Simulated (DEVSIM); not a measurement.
# Si p+/n-/n+ power diode

Structure: Si p+/n-/n+ power diode, at 300 K.

```csv
layer (left to right),material,thickness (μm),Nd (cm⁻³),Na (cm⁻³),τn (s),τp (s)
1,Si,1.20,-,8.2e18,2.8e-5,2.8e-5
2,Si,27.0,6.1e14,-,2.8e-5,2.8e-5
3,Si,1.20,2.1e18,-,2.8e-5,2.8e-5
```

Left contact: ohmic. Right contact: ohmic. Voltage is applied to the left contact. Recombination: SRH at mid-gap, Auger. Gap narrowing is on: ΔEg = 6.92 meV × (l + √(l² + 0.5)), l = ln(N/1.3e17 cm⁻³), shared equally by both band edges. Mobility is μmin + (μ − μmin)/(1 + (N/Nref)^α).

Constants are typed, rounded textbook-type inputs, not results; the design itself was drawn at random and stands for no fabricated device. Values at 300 K.

| parameter | Si |
|---|---|
| gap (eV) | 1.124 |
| affinity (eV) | 4.05 |
| permittivity | 11.7 |
| Nc (cm⁻³) | 2.86e19 |
| Nv (cm⁻³) | 3.1e19 |
| μn (cm²/Vs) | 1417 |
| μp (cm²/Vs) | 470 |
| μn,min | 52 |
| μp,min | 45 |
| Nref,n | 9.7e16 |
| Nref,p | 2.2e17 |
| αn | 0.68 |
| αp | 0.72 |
| Cn (cm⁶/s) | 2.8e-31 |
| Cp (cm⁶/s) | 9.9e-32 |

Simulated with DEVSIM: 1D drift-diffusion, Boltzmann statistics, complete ionisation; no tunnelling, impact ionisation, image-force lowering or self-heating.

The potential step across the device at zero bias comes out as 0.974 V and the dark forward voltage at 1 A/cm² comes out as 0.703 V. The dark forward voltage at 100 A/cm² is 0.838 V.

Small-signal capacitance in reverse bias (quasi-static):

| V (V) | C (nF/cm²) |
|---|---|
| -2 | 4.38 |
| -5 | 2.99 |
| -10 | 2.18 |
| -15 | 1.80 |
| -20 | 1.56 |
| -30 | 1.28 |
| -40 | 1.11 |
| -50 | 0.997 |
| -65 | 0.876 |
| -80 | 0.794 |
| -100 | 0.707 |

Dark reverse current:

```
V (V)    J (A/cm²)
-------  ---------
-2.00      -4.6e-9
-5.00      -8.2e-9
-10.00     -1.2e-8
-15.00     -1.5e-8
-20.00     -1.8e-8
-30.00     -2.3e-8
-40.00     -2.7e-8
-50.00     -3.0e-8
-65.00     -3.4e-8
-80.00     -3.9e-8
-100.00    -4.3e-8
```
